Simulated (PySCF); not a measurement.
PySCF 2.14.0, PBE0/def2-tzvp: Hf(Me)(H)3 ([CH3][HfH3]), 8 atoms. The geometry is a generated start, not checked to be a minimum at this level.

- task = energy and gradient
- method = pbe0
- basis = def2-tzvp
- two-electron scheme = exact four-centre integrals
- mf.init_guess = minao (default)
- mf.DIIS = CDIIS (default)
- mf.diis_space = 8 (default)
- mf.grids.level = 3 (default)
- effective core potentials = those of the basis set, past Kr
- basis functions = 107
- grid points = 96760

```xyz
8

Hf     0.9641    -0.0617     0.5036
C     -1.1087     0.0682    -0.5758
H     -1.1017    -0.2716    -1.6214
H     -1.5287     1.0829    -0.6326
H     -1.9128    -0.5220    -0.1134
H      2.3034     0.8399    -0.4951
H      0.8776     0.7269     2.2251
H      1.5069    -1.8625     0.7096
```
Charge 0, spin multiplicity 1.

The reference run uses exact four-centre integrals. One run each, on a shared machine, so no times are given.

Settings tried, all else as in the reference:
- mol.max_memory = 200 MB, mf.direct_scf_tol = 1e-09
- mol.max_memory = 200 MB, mf.direct_scf_tol = 1e-07, mf.conv_tol = 1e-06 Hartree
- mol.max_memory = 200 MB, mf.direct_scf_tol = 1e-08, mf.conv_tol = 1e-06 Hartree

Sort the settings: which keep to the reference within 1.0 meV/atom in energy, 10 meV/Å in forces (largest component), and which don't?

Within it: mol.max_memory = 200 MB, mf.direct_scf_tol = 1e-09; mol.max_memory = 200 MB, mf.direct_scf_tol = 1e-07, mf.conv_tol = 1e-06 Hartree; mol.max_memory = 200 MB, mf.direct_scf_tol = 1e-08, mf.conv_tol = 1e-06 Hartree. No setting lies outside.

```
setting                                                                          energy against the reference  difference in forces (largest component)
-------------------------------------------------------------------------------  ----------------------------  ----------------------------------------
mol.max_memory = 200 MB, mf.direct_scf_tol = 1e-09                                       under 0.001 meV/atom                              0.0086 meV/Å
mol.max_memory = 200 MB, mf.direct_scf_tol = 1e-07, mf.conv_tol = 1e-06 Hartree               −0.053 meV/atom                               0.032 meV/Å
mol.max_memory = 200 MB, mf.direct_scf_tol = 1e-08, mf.conv_tol = 1e-06 Hartree          under 0.001 meV/atom                                0.71 meV/Å
```

Total energies are compared; such shifts often cancel in part in energy differences. The small max_memory forces a direct SCF, where direct_scf_tol acts; the reference holds its integrals in memory. No test of the SCF solution's stability was run. Also tried and not ranked: mol.max_memory = 200 MB, mf.direct_scf_tol = 1e-08 (ended without SCF convergence in 50 cycles); mol.max_memory = 200 MB, mf.direct_scf_tol = 1e-10 (same energy as a listed run); mol.max_memory = 200 MB, mf.direct_scf_tol = 1e-11 (same energy as a listed run); mol.max_memory = 200 MB, mf.direct_scf_tol = 1e-12 (same energy as a listed run); mol.max_memory = 200 MB (same energy as a listed run); mol.max_memory = 200 MB, mf.direct_scf_tol = 1e-06, mf.conv_tol = 1e-06 Hartree (ended without SCF convergence in 50 cycles). The tolerance is a choice made for this comparison.
